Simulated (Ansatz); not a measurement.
## A series of runs on LaMg₆Cr (Amm2, 8 atoms in the cell)

```
CELL_PARAMETERS angstrom
      5.30964     0.00000     0.00000
      0.00000     3.29585     5.87666
      0.00000    -3.29585     5.87666
ATOMIC_POSITIONS crystal
  La 0.50000 0.16708 0.16708
  Mg 0.50000 0.66277 0.17379
  Mg 0.50000 0.17379 0.66277
  Mg 0.00000 0.81883 0.34615
  Mg 0.00000 0.34615 0.81883
  Mg 0.00000 0.33816 0.33816
  Mg 0.00000 0.82885 0.82885
  Cr 0.50000 0.66437 0.66437
```
Moments meant for the start (each program seeds them in its own way; μB, in the order of the atoms La Mg Mg Mg Mg Mg Mg Cr): 0.0 0.0 0.0 0.0 0.0 0.0 0.0 3.0.

Base run A: PBEsol, default PAW files made with PBE (Ansatz, a program for electronic structure), self-consistent single point.

Its settings: basis.ecutwfc = 420 eV; kpoints.mp_grid.grid = 4 3 3; hamiltonian.xc = pbesol; hamiltonian.pseudopotentials = {kind: paw} (the program's default PAW files); magnetization.spin_polarized = true; scf.occupations.method = fermi_dirac; scf.occupations.width = 0.1 eV.

The starting cell comes from a database of computed structures (which also holds hypothetical and non-ambient phases and stackings), without a prior relaxation at this level. Its lattice was rescaled by a random factor within 2.5 % of one. With one magnetic atom in the cell only a parallel order is possible. Ansatz's pressure includes its estimate of the finite-basis (Pulay) stress.

ΔF is the free energy per atom less that of run A. 

```csv
run,scf.occupations.width,ΔF (meV/atom),pressure (GPa),largest force (eV/Å),size of the net moment (μB/atom),TS (meV/atom)
A,0.1 eV,0.00,-2.79,0.151,0.53,21.8
B,0.002 eV,10.5,-2.82,0.136,0.53,0.0
C,0.01 eV,10.4,-2.84,0.141,0.52,0.2
D,0.025 eV,9.9,-2.85,0.146,0.52,1.2
E,0.15 eV,-13.9,-2.73,0.154,0.53,50.5
F,0.2 eV,-33.8,-2.65,0.155,0.52,92.0
G,0.3 eV,-92.7,-2.45,0.156,0.50,216.9
H,0.5 eV,-292.9,-1.90,0.163,0.44,641.8
I,0.8 eV,-811.1,-0.95,0.247,0.05,1747.5
```

Run C against A: The free energy rises by 10.4 meV/atom, the pressure hardly changes (-2.79 to -2.84 GPa), the largest force goes from 0.151 to 0.141 eV/Å and the size of the net moment moves little (0.53 to 0.52 μB/atom).

Run H against A: The free energy falls by 293 meV/atom, the pressure goes from -2.79 to -1.90 GPa, the largest force goes from 0.151 to 0.163 eV/Å and the size of the net moment goes from 0.53 to 0.44 μB/atom.

Keys are those of Ansatz 0.2.
